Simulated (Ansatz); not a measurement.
## fcc Au (1 1 1) on beta Ga2O3 (-2 0 1) (film strained to the substrate, faces as cut)

A periodic stack without vacuum, fcc Au (1 1 1) on beta Ga2O3 (-2 0 1) (film strained to the substrate, faces as cut): substrate slab Ga10O18, film Au12, surface cells [[-2, -1], [-1, -1]] and [[0, -1], [3, -2]], film strained by -2.0 and +4.9 %, faces O/O and Au/Au as cut (like faces can put a slab off its formula).

The start was prepared with a machine-learned potential, and the result is one local minimum, with the in-plane cell held and forces under 0.04 eV/Å; the film can end far from its bulk form.

The numbers are results of PBE (plane waves to 420 eV, PAW; Ansatz, a first-principles code), not measurements. Spin–orbit coupling is left out; the runs are not spin-polarised; PBE gaps are too small against experiment. Its k-point mesh 9×4×1, Fermi–Dirac width 0.05 eV.

The interface area is 23.1 Å² and the period is 22.49 Å. The gaps between the outermost planes at the two interfaces is 1.30 and 1.29 Å and the Au–O contacts across the interfaces within 1.22 times the sum of covalent radii is 8, mean 2.18 Å.

```yaml
crystal:
  lattice:
    - [3.08342, 0.00000, -0.00433]
    - [1.54164, 7.48301, -0.01767]
    - [0.09527, -0.66682, 22.49318]
  atoms:
    - { symbol: Ga, position: [0.94891, 0.08416, 0.08972] }
    - { symbol: Ga, position: [0.27421, 0.45088, 0.09346] }
    - { symbol: Ga, position: [0.60521, 0.78046, 0.17158] }
    - { symbol: Ga, position: [0.84049, 0.31830, 0.22258] }
    - { symbol: Ga, position: [0.17396, 0.64560, 0.30310] }
    - { symbol: Ga, position: [0.49132, 0.01095, 0.30209] }
    - { symbol: Ga, position: [0.82715, 0.33823, 0.38261] }
    - { symbol: Ga, position: [0.05144, 0.87640, 0.43360] }
    - { symbol: Ga, position: [0.38800, 0.20581, 0.51182] }
    - { symbol: Ga, position: [0.69506, 0.57265, 0.51535] }
    - { symbol: O, position: [0.49135, 0.99965, 0.13574] }
    - { symbol: O, position: [0.74124, 0.53004, 0.04640] }
    - { symbol: O, position: [0.40707, 0.21613, 0.04733] }
    - { symbol: O, position: [0.83696, 0.32724, 0.13901] }
    - { symbol: O, position: [0.07512, 0.89070, 0.02803] }
    - { symbol: O, position: [0.16543, 0.66192, 0.14654] }
    - { symbol: O, position: [0.71552, 0.56064, 0.34860] }
    - { symbol: O, position: [0.94982, 0.09592, 0.25660] }
    - { symbol: O, position: [0.61102, 0.77187, 0.25614] }
    - { symbol: O, position: [0.05260, 0.88473, 0.34906] }
    - { symbol: O, position: [0.28012, 0.43773, 0.24745] }
    - { symbol: O, position: [0.38724, 0.21879, 0.35775] }
    - { symbol: O, position: [0.93254, 0.12671, 0.55897] }
    - { symbol: O, position: [0.15491, 0.65712, 0.46937] }
    - { symbol: O, position: [0.82881, 0.32935, 0.46617] }
    - { symbol: O, position: [0.28444, 0.44071, 0.55778] }
    - { symbol: O, position: [0.49215, 0.99483, 0.45873] }
    - { symbol: O, position: [0.62538, 0.76601, 0.57714] }
    - { symbol: Au, position: [0.86596, 0.64846, 0.65551] }
    - { symbol: Au, position: [0.16436, 0.97305, 0.63488] }
    - { symbol: Au, position: [0.50266, 0.32306, 0.64554] }
    - { symbol: Au, position: [0.00022, 0.44533, 0.75532] }
    - { symbol: Au, position: [0.31450, 0.78096, 0.75174] }
    - { symbol: Au, position: [0.66481, 0.10929, 0.74226] }
    - { symbol: Au, position: [0.11119, 0.21649, 0.85050] }
    - { symbol: Au, position: [0.44180, 0.55285, 0.86370] }
    - { symbol: Au, position: [0.76496, 0.88018, 0.85185] }
    - { symbol: Au, position: [0.19074, 0.00596, 0.94885] }
    - { symbol: Au, position: [0.50448, 0.33245, 0.95950] }
    - { symbol: Au, position: [0.82006, 0.68343, 0.97061] }
```
